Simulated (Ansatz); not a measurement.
Ge: Ge → Ni

Consider Ge in the diamond structure (space group Fd-3m, No. 227; a = 5.676 Å).

Perturbation: full substitution Ge → Ni; the structure is relaxed again.

The values are results of PBEsol in Ansatz (plane waves to 420 eV, PAW, no SOC), not measurements. Γ-centred 16×16×16 mesh, Fermi–Dirac width 0.05 eV, for the changed cell.

Volume per atom: 15.69 Å³ (base 22.86 Å³)
Density: 6.21 g/cm³ (base 5.28 g/cm³)
Space group: Fd-3m (No. 227) (base Fd-3m (No. 227))
Shortest interatomic distance: 2.168 Å (base 2.458 Å)
Band gap: zero (base zero)
Magnetic state: ferromagnetic (base not spin-polarised)

Final structure:

```
Ni
1.0
    0.00000     2.50355     2.50355
    2.50355     0.00000     2.50355
    2.50355     2.50355     0.00000
Ni
2
Direct
  0.50000   0.50000   0.50000
  0.75000   0.75000   0.75000
```

Other magnetic orders, which the real material may have, were not ruled out. No phonon test of stability was made. As relaxed here, Ni is a hypothetical phase, not in the database extracts checked. A zero or small gap of Ge can be the functional's error rather than a property of the material.

Ansatz is an electronic-structure program.
